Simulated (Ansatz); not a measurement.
## ZnS: response to strain

The parent structure is ZnS in the zinc blende structure (space group F-43m, No. 216; a = 5.389 Å). Axes: x, y, z lie along the cube axes.

Strains are applied to the cell and any free atomic positions relax; under biaxial strain the out-of-plane vector relaxes too.

Computed with plane-wave PAW DFT at the r2SCAN level (Ansatz, a first-principles code, 500 eV), no spin-orbit coupling.

```csv
"biaxial strain, plane normal [001], relaxed out of plane (%)",out-of-plane strain (%)
0,0.00
0.5,?
1,-1.20
1.5,-1.82
2,-2.44
2.5,-3.05
3,-3.67
```

Fit ε⊥ = −νε + γε² (strains in %) to the rows shown and predict the withheld row.

Least squares on the printed values gives ν = 1.20 (the biaxial Poisson response) and γ = -0.008 (largest residual 0.01 %); this predicts -0.60 %, and the run gives -0.60 %, in agreement.

Stability against distortions was not tested.
